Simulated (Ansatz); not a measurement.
An Ansatz (a program for electronic structure) run: Pt with a change (pressure 15 GPa); PBE/PAW in Ansatz, without spin-orbit coupling.

Input:

Ansatz 0.2 input:
```yaml
crystal:
  lattice:
    - [0, 1.9633019062, 1.9633019062]
    - [1.9633019062, 0, 1.9633019062]
    - [1.9633019062, 1.9633019062, 0]
  atoms:
    - { symbol: Pt, position: [0, 0, 0] }
basis: { ecutwfc: 420, ecutrho_ratio: 4, xc_grid: 2, fft_grid_basis: typed }
kpoints: { mp_grid: { grid: [20, 20, 20] } }
hamiltonian:
  xc: pbe
  dispersion: none
  pseudopotentials: { kind: paw }
scf: { occupations: { method: fermi_dirac, width: 0.05 } }
relax: { f_tol: 0.01, max_steps: 60, cell: { stress_tol: 0.02, p_target: 15.0 } }
output: { forces: true, stress: true }
checkpoint: { write: state.ck, write_every: 1000 }
```

Output (explanatory and most iteration lines left out):

```
Relaxation: its limit of steps is 60 (relax.max_steps)
Pseudopotential: Pt, paw, valence charge 18
Crystal: 1 atoms, lattice volume = 15.135 Å³
Basis set: ecut = 420 eV, 307 PW (Γ), exchange–correlation on 40×40×40 points (8 copies of the dense FFT grid, shifted against one another)
Bands: 13, of which v1, the nominal top of the filled ones, is band 9 counted from 1 (8 counted from 0)
Symmetry: 48 space group operations
Space group: Fm-3m (ITA 225), of the structure as read, at distance tolerance 2.5e-5 Å
k-points: 256 of 8000
Functional: x = pbe(κ = 0.804, μ = 0.2195149727645171), c = pbe(β = 0.06672455060314922)
SCF iter   1: F=—  HF=-12523.008700 eV  |F-HF|=—  |Δ(HF+E_count)|=         —  Δρ=3.16e-3  dr2=2.11e-4  ethr=1.77e-3  ⟨swp⟩=5.1  Hψ=18456  notcnv=0
SCF iter   2: F=—  HF=-12523.009116 eV  |F-HF|=—  |Δ(HF+E_count)|=   4.16e-4  Δρ=1.75e-3  dr2=7.19e-5  ethr=1.17e-6  ⟨swp⟩=2.4  Hψ=7315  notcnv=0
SCF 1 converged in 6 iterations: F = -12523.009301 eV  dr2 = 1.67e-9
relax step   1: F+E_penalty+E_count = -12523.00930108 eV  Δ(F+E_penalty+E_count) = +0.000e0 eV  max|allowed force component| = 0.000e0 eV/Å  Δτ_max = 0.0000 Å  P = +9.004 GPa  Ω = 15.135 Å³  (6 SCF iters, dr2 threshold 1.00e-7 eV, accepted)
[... steps on the carried basis left out ...]
relax step   6: F+E_penalty+E_count = -12522.98771927 eV  Δ(F+E_penalty+E_count) = +1.535e-4 eV  max|allowed force component| = 0.000e0 eV/Å  Δτ_max = 0.0000 Å  P = +15.009 GPa  Ω = 14.846 Å³  stress off target by 9.23e-3 GPa  SCF on the basis re-selected at this cell (its energy is not comparable with the rows above)  (5 SCF iters)
SCF converged after 5 iterations
Free energy (F): -12522.987719 eV
Internal energy: -12522.973966 eV  (E = F + TS)
E sigma→0 (E₀):  -12522.980843 eV
Entropy (-TS):   -0.013753 eV (-13.753 meV/atom)
Fermi energy:    23.904241 eV
--- Forces (eV/Å), atoms counted from 1 ---
  atom   1  Pt    -0.00000000    -0.00000000     0.00000000
--- Stress (GPa, compression-positive) ---
       15.009226      -0.000000      -0.000000
       -0.000000      15.009226       0.000000
       -0.000000       0.000000      15.009226
  P = ⅓ Tr σ = 15.0092 GPa (150.092 kbar)
--- Relaxed structure (5 steps of the walk, 4 accepted, 1 SCFs on fresh bases) ---
  cell:  # Å, volume = 14.8460 Å³
    - [9.235361809623255e-35, 1.950710043387048, 1.950710043387048]
    - [1.950710043387048, 1.1623817450043062e-34, 1.950710043387048]
    - [1.950710043387048, 1.950710043387048, -9.71305293770722e-35]
  atoms:
    - { symbol: Pt, position: [0.0, 0.0, 0.0] }
```

Load acts through the strain it causes; cell and atoms are relaxed under it. No phonon test of stability was made. No other phases were tried under pressure. The final runs are not spin-polarised. The cell was made from Pt in the fcc (Cu type) structure (space group Fm-3m, No. 225) by this change: pressure 15 GPa.
